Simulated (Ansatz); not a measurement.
The reference is MoS$_{2}$ in the 3R-MoS2 type structure (space group R3m, No. 160; layered, stacked along the Cartesian z axis).

```
MoS2
1.0
    1.57661     0.91026     5.99789
   -1.57661     0.91026     5.99789
    0.00000    -1.82051     5.99789
Mo S
1 2
Direct
  0.00002   0.00002   0.00002
  0.75353   0.75353   0.75353
  0.57975   0.57975   0.57975
```

Cartesian axes are those of the cell as printed.

(Cell as relaxed with PBE-D3(BJ).)

Levels (all Ansatz, a program for electronic structure, PAW, earlier PAW set): PBE-D3(BJ) (420 eV, scalar-relativistic without spin-orbit coupling); r2SCAN+rVV10 (500 eV, without spin-orbit coupling).

Each level relaxes its own structure.

```tsv
base	PBE-D3(BJ)	r2SCAN+rVV10
volume per atom	17.22 Å³	18.03 Å³
lattice parameter a	3.153 Å	3.175 Å
band gap	0.77 eV	1.02 eV
```

Modification: biaxial strain −1.86 %, plane normal [001], relaxed out of plane (Cartesian); in-plane vectors clamped, the third vector and the atoms free.

```tsv
quantity	PBE-D3(BJ)	r2SCAN+rVV10
smallest direct gap	1.99 eV	2.03 eV
shift of the gap caused by the change	+0.06 eV	+0.10 eV
out-of-plane strain	+1.02 %	+1.12 %
```

PBE-D3(BJ)'s smallest direct gap lies 0.04 eV below r2SCAN+rVV10's; PBE-D3(BJ)'s shift of the gap caused by the change lies 0.04 eV below r2SCAN+rVV10's; PBE-D3(BJ)'s out-of-plane strain lies 0.093 % below r2SCAN+rVV10's. Neither level is exact; r2SCAN+rVV10 is the comparison here, not a measurement.

Whether these cells are dynamically stable was not tested.
